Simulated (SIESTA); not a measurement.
# A self-consistent single point of BiPt (P6_3/mmc, 4 atoms in the cell) with SIESTA

Method of the run: LDA PW92, numerical atomic orbitals DZP, PseudoDojo LDA standard norm-conserving potentials (rewritten from UPF to PSML) (SIESTA).

The input file:

```
# files in the folder: Bi.psml Pt.psml (PseudoDojo LDA standard)
SystemName  BiPt
SystemLabel siesta

NumberOfAtoms                4
NumberOfSpecies              2
%block ChemicalSpeciesLabel
  1 83 Bi
  2 78 Pt
%endblock ChemicalSpeciesLabel
LatticeConstant              1.0 Bohr
%block LatticeVectors
     8.308676015    0.000000000    0.000000000
    -4.154338008    7.195523393    0.000000000
     0.000000000    0.000000000   10.492653284
%endblock LatticeVectors
AtomicCoordinatesFormat      Ang
%block AtomicCoordinatesAndAtomicSpecies
    -0.000002198    2.538472603    1.388118250  1
     2.198383198    1.269234397    4.164354750  1
     0.000000000    0.000000000    2.776236500  2
     0.000000000    0.000000000    0.000000000  2
%endblock AtomicCoordinatesAndAtomicSpecies

XC.functional                LDA
XC.authors                   PW92
PAO.BasisSize                DZP
PAO.EnergyShift              0.01 Ry
MeshCutoff                   350 Ry
%block kgrid.MonkhorstPack
    7   0   0  0.0
    0   7   0  0.0
    0   0   5  0.0
%endblock kgrid.MonkhorstPack
OccupationFunction           FD
ElectronicTemperature        100.0 meV

MaxSCFIterations             150
SCF.Mixer.Method             Broyden
SCF.Mixer.Weight             0.1
SCF.Mixer.History            8
SCF.DM.Tolerance             1.0E-05
Diag.ParallelOverK           true
WriteForces                  true
```

Output, abridged:

```
reinit: Reading from file input.fdf

reinit: System Name: BiPt
reinit: System Label: siesta

coor:   Atomic-coordinates input format  =     Cartesian coordinates
coor:                                          (in Angstroms)

siesta: Atomic coordinates (Bohr) and species
siesta:     -0.00000   4.79702   2.62316  1        1
siesta:      4.15434   2.39851   7.86949  1        2
siesta:      0.00000   0.00000   5.24633  2        3
siesta:      0.00000   0.00000   0.00000  2        4

siesta: System type = bulk

initatomlists: Number of atoms, orbitals, and projectors:      4    74   128

siesta: ******************** Simulation parameters ****************************
redata: Spin configuration                          = none
redata: Time-Reversal Symmetry                      = T
redata: Number of Atomic Species                    =        2
redata: Mesh Cutoff                                 =   350.0000 Ry
redata: Net charge of the system                    =     0.0000 |e|
redata: Min. number of SCF Iter                     =        0
redata: Max. number of SCF Iter                     =      150
redata: SCF convergence failure will abort job
redata: SCF mix quantity                            = Hamiltonian
redata: Mix DM or H after convergence               =   F
redata: Recompute H after scf cycle                 =   F
redata: Mix DM in first SCF step                    =   T
redata: No kicks to SCF
redata: DM Mixing Weight for Kicks                  =     0.5000
redata: Require Harris convergence for SCF          =   F
redata: Harris energy tolerance for SCF             =     0.000100 eV
redata: Require DM convergence for SCF              =   T
redata: DM tolerance for SCF                        =     0.000010
redata: Require EDM convergence for SCF             =   F
redata: EDM tolerance for SCF                       =     0.001000 eV
redata: Require H convergence for SCF               =   T
redata: Hamiltonian tolerance for SCF               =     0.001000 eV
redata: Require (free) Energy convergence for SCF   =   F
redata: (free) Energy tolerance for SCF             =     0.000100 eV
redata: Using DFT-D3 dispersion                     =   F
redata: Using Saved Data (generic)                  =   F
redata: Method of Calculation                       = Diagonalization
redata: Electronic Temperature                      =  1160.4518 K
redata: Number of TDED substeps                     =        3
redata: Dynamics option                             = Single-point calculation
redata: Save all siesta data in one NC              =   F
redata: ***********************************************************************

%block SCF.Mixers
  Broyden
%endblock SCF.Mixers

%block SCF.Mixer.Broyden
  # Mixing method
  method broyden

  # Mixing options
  weight 0.1000
  weight.linear 0.1000
  weight.prime 0.1000
  history 8
%endblock SCF.Mixer.Broyden

DM_history_depth set to one: no extrapolation allowed by default for geometry relaxation
Size of DM history Fstack: 1
Total number of electrons:    66.000000
Total ionic charge:    66.000000

* ProcessorY, Blocksize:    1  64

* Orbital distribution balance (max,min):    74    74

 Kpoints in:          140 . Kpoints trimmed:          123

siesta: k-grid: Number of k-points = 123
siesta: k-points from Monkhorst-Pack grid
siesta: k-cutoff (effective) =    13.881 Ang
siesta: k-point supercell and displacements
siesta: k-grid:     7     0     0      0.000
siesta: k-grid:     0     7     0      0.000
siesta: k-grid:     0     0     5      0.000

diag: Algorithm                                     = D&C
diag: Parallel over k                               =   F
diag: Use parallel 2D distribution                  =   F
diag: Parallel block-size                           = 64
diag: Parallel distribution                         =     1 x     1
diag: Used triangular part                          = Lower
diag: Absolute tolerance                            =  0.100E-15
diag: Orthogonalization factor                      =  0.100E-05
diag: Memory factor                                 =  1.0000

superc: Internal auxiliary supercell:     5 x     5 x     3  =      75
superc: Number of atoms, orbitals, and projectors:    300   5550   9600

                        Single-point calculation

superc: Internal auxiliary supercell:     5 x     5 x     3  =      75
superc: Number of atoms, orbitals, and projectors:    300   5550   9600

outcell: Unit cell vectors (Ang):
        4.396762    0.000000    0.000000
       -2.198381    3.807707    0.000000
        0.000000    0.000000    5.552473

outcell: Cell vector modules (Ang)   :    4.396762    4.396761    5.552473
outcell: Cell angles (23,13,12) (deg):     90.0000     90.0000    120.0000
outcell: Cell volume (Ang**3)        :     92.9572
new_DM -- step:     1
Initializing Density Matrix...

Attempting to read DM from file... Failed...
DM filled with atomic data:

InitMesh: MESH = 48 x 48 x 64 = 147456
InitMesh: Mesh cutoff (required, used) =   350.000   367.188 Ry

stepf: Fermi-Dirac step function

        iscf     Eharris(eV)        E_KS(eV)     FreeEng(eV)     dDmax    Ef(eV) dHmax(eV)
   scf:    1   -11497.069699   -11535.728703   -11535.826813  0.376147 -1.475244 18.796717
   scf:    2   -11557.778096   -11548.165028   -11548.246068  0.276140 -2.110176 10.798386
   scf:    3   -11555.400873   -11553.670886   -11553.730122  0.282060 -2.806959  2.403770
   scf:    4   -11553.880944   -11553.866203   -11553.924647  0.115024 -3.093631  1.161366
   scf:    5   -11554.010296   -11553.969994   -11554.033323  0.022686 -3.062418  0.139483
   scf:    6   -11553.971023   -11553.970857   -11554.034681  0.002898 -3.057181  0.027441
   [... 4 lines left out ...]
   scf:   11   -11553.970854   -11553.970869   -11554.034791  0.000110 -3.059504  0.000785
   scf:   12   -11553.970867   -11553.970868   -11554.034791  0.000022 -3.059614  0.000609
   scf:   13   -11553.970866   -11553.970867   -11554.034791  0.000020 -3.059700  0.000460
   scf:   14   -11553.970865   -11553.970866   -11554.034791  0.000015 -3.059767  0.000350
   scf:   15   -11553.970865   -11553.970866   -11554.034791  0.000009 -3.059805  0.000279

SCF Convergence by DM+H criterion
max |DM_out - DM_in|         :     0.0000090653
max |H_out - H_in|      (eV) :     0.0002792762
SCF cycle converged after 15 iterations

Using DM_out to compute the final energy and forces

siesta: E_KS(eV) =           -11553.9709

siesta: E_KS - E_eggbox =    -11553.9709

siesta: Atomic forces (eV/Ang):
     1    0.000018   -0.000010    0.000000
     2   -0.000018    0.000009    0.000000
     3    0.000000    0.000000   -0.000000
     4   -0.000000   -0.000000    0.000000
   Tot    0.000000   -0.000000    0.000000
   Max    0.000018
   Res    0.000008    sqrt( Sum f_i^2 / 3N )
   Max    0.000018    constrained

Stress tensor Voigt[x,y,z,yz,xz,xy] (kbar):       66.19       66.19       63.26       -0.00       -0.00        0.00
(Free)E + p*V (eV/cell)   -11557.8184
Target enthalpy (eV/cell)   -11554.0348

siesta: Program's energy decomposition (eV):
siesta: Ebs     =     -1818.257367
siesta: Eions   =     14658.944068
siesta: Ena     =      1686.381056
siesta: Ekin    =      4152.261205
siesta: Enl     =      -402.485645
siesta: Eso     =         0.000000
siesta: Edftu   =         0.000000
siesta: DEna    =       104.294387
siesta: DUscf   =         2.924555
siesta: DUext   =         0.000000
siesta: Ex      =     -2236.966882
siesta: Ec      =      -201.435475
siesta: Exc     =     -2438.402356
siesta: Eharris =    -11553.970865
siesta: Etot    =    -11553.970866
siesta: FreeEng =    -11554.034791

siesta: Stress tensor (static) (eV/Ang**3):
siesta:     0.041311    0.000000   -0.000000
siesta:     0.000000    0.041311   -0.000000
siesta:    -0.000000   -0.000000    0.039486

siesta: Cell volume =         92.957179 Ang**3

siesta: Pressure (static):
siesta:                Solid            Molecule  Units
siesta:          -0.00044331         -0.00044331  Ry/Bohr**3
siesta:          -0.04070261         -0.04070243  eV/Ang**3
siesta:         -65.21277273        -65.21247970  kBar
```

The run converged in 15 iterations.

The starting cell comes from a database of computed structures (which also holds hypothetical and non-ambient phases and stackings), without a prior relaxation at this level. Its lattice was rescaled by a random factor within 2.5 % of one. Spin polarisation is off. Values carry the incompleteness of an atom-centred basis. With a pressure of about -7 GPa the cell is away from its equilibrium volume at this level.

Cost on one core of a shared machine: roughly 60 s.
